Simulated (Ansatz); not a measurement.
The cell is built on a prototype and need not be the phase stable at ambient conditions.

By r2SCAN, the system below comes out a metal.

Here is the system:

```xyz
4
Lattice="4.5513 0.0000 0.0000 0.0000 5.6784 0.0000 2.2757 0.0000 3.9416" Properties=species:S:1:pos:R:3 pbc="T T T"
As     2.2757     5.4959     1.3139
As     4.5513     2.6567     2.6277
As     4.5513     0.1825     2.6277
As     2.2757     3.0217     1.3139
```

Space group of this cell: P6_3/mmc. The cell was relaxed by PBE-D3(BJ); by r2SCAN its mean pressure is 0.9 GPa.

The current flows along the normal of the first two printed cell vectors. No spin-orbit coupling; the value is a mean over 0.1 eV about the Fermi level.

Q: Estimate the ballistic conductance per area that r2SCAN run with Ansatz (a quantum-chemistry and plane-wave program) returns for this system.

A: 0.28 × 10¹⁵ S/m² for both spins.
